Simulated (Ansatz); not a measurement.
# BaTiO3 with two functionals, holes 3.0×10^21 cm⁻³

Start from BaTiO3 (space group P4mm, No. 99; a = 3.985 Å, c = 4.204 Å).

(Cell as relaxed with PBE.)

Levels (all Ansatz, a program for electronic structure, PAW, earlier PAW set): PBE (420 eV, without spin-orbit coupling); r2SCAN (500 eV, no spin-orbit coupling).

Each level relaxes its own structure.

```json
[
 {"base": "volume per atom", "PBE": "13.35 Å³", "r2SCAN": "12.98 Å³"},
 {"base": "lattice parameter a", "PBE": "3.985 Å", "r2SCAN": "3.973 Å"},
 {"base": "band gap", "PBE": "1.85 eV", "r2SCAN": "2.23 eV"}
]
```

It is then changed as follows: holes 3.0×10^21 cm⁻³, on a uniform background at fixed cell.

```tsv
quantity	PBE	r2SCAN
shift of the gap caused by the change	+0.21 eV	[?]
gap between the host's bands	2.06 eV	[?]
Fermi level relative to the doped band's edge (positive inside the band; to 0.05 eV)	+0.25 eV	[?]
gap character	indirect, A → Γ	[?]
```

Question: Given the PBE results, estimate those of r2SCAN.

Answer: 
- shift of the gap caused by the change, r2SCAN: +0.17 eV
- gap between the host's bands, r2SCAN: 2.41 eV
- Fermi level relative to the doped band's edge (positive inside the band; to 0.05 eV), r2SCAN: +0.25 eV
- gap character, r2SCAN: indirect, A → Γ

PBE's shift of the gap caused by the change lies 0.04 eV above r2SCAN's; PBE's gap between the host's bands lies 0.35 eV below r2SCAN's; the two agree on the Fermi level from band edge and gap character. Neither level is exact; r2SCAN is the comparison here, not a measurement.

Charged cell with a jellium background: band edges are those of the host's band count, energies are not comparable with the neutral cell, and many-body gap narrowing is missing. No phonon test of stability was made. The final runs are not spin-polarised.
